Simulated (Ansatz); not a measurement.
The starting structures come from a database of crystals and need not be the phases stable at ambient conditions.

Data:

```
AgCsCl2
1.0
    5.64150     0.00000     0.00000
    0.00000     9.89436     0.00000
    0.00000    -0.98749     4.30883
Cs Ag Cl
2 2 4
Cartesian
  4.23112   1.09496   2.51851
  1.41037   7.81191   1.79032
  4.23112   5.13553   3.44452
  1.41037   3.77134   0.86431
  4.23112   4.23235   0.96996
  1.41037   4.67453   3.33887
  4.23112   7.60808   4.01118
  1.41037   1.29879   0.29765
```

Space group of this cell: Cmcm. The cell is taken as given; by PBEsol its mean pressure is -1.3 GPa.

Transport runs along the normal of the first two printed cell vectors.

The gap is the functional's own, uncorrected, and κ follows it; spin-orbit coupling is left out. Mid-gap values are interpolated between the computed energies.

### Question
Compute, with PBEsol (Ansatz, a first-principles code), the band gap and the smallest decay constant κ at mid-gap.

### Answer
Gap 2.16 eV on a 6×8×8 mesh; κ = 0.251 1/Å, at the zone centre.
